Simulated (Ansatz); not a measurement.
The starting structures come from a database of crystals and need not be the phases stable at ambient conditions.

 Where the default PAW files enter, the runs use the earlier of Ansatz's two default sets.

By PBEsol, the system below comes out a metal.

Data:

```yaml
crystal:
  lattice:
    - [4.98749, 0.00000, 0.00000]
    - [0.00000, 7.05338, 0.00000]
    - [0.00000, 3.52669, 3.45754]
  atoms:
    - { symbol: Si, position: [0.50000, 0.50000, 0.00000] }
    - { symbol: Si, position: [0.00000, 0.00000, 0.00000] }
    - { symbol: Mo, position: [0.75000, 0.00000, 0.50000] }
    - { symbol: Mo, position: [0.25000, 0.00000, 0.50000] }
    - { symbol: Mo, position: [0.50000, 0.75000, 0.25000] }
    - { symbol: Mo, position: [0.50000, 0.25000, 0.75000] }
    - { symbol: Mo, position: [0.00000, 0.50000, 0.75000] }
    - { symbol: Mo, position: [0.00000, 0.50000, 0.25000] }
```

Space group of this cell: Cccm. The cell is strained (lengths across the current scaled by 1.02, ions clamped); by PBEsol its mean pressure is -13.5 GPa.

The current flows along the normal of the first two printed cell vectors. No spin-orbit coupling; the value is a mean over 0.1 eV about the Fermi level.

Task: Predict the ballistic conductance per area from PBEsol in Ansatz (a first-principles code).

Result: 0.74 × 10¹⁵ S/m² for both spins.
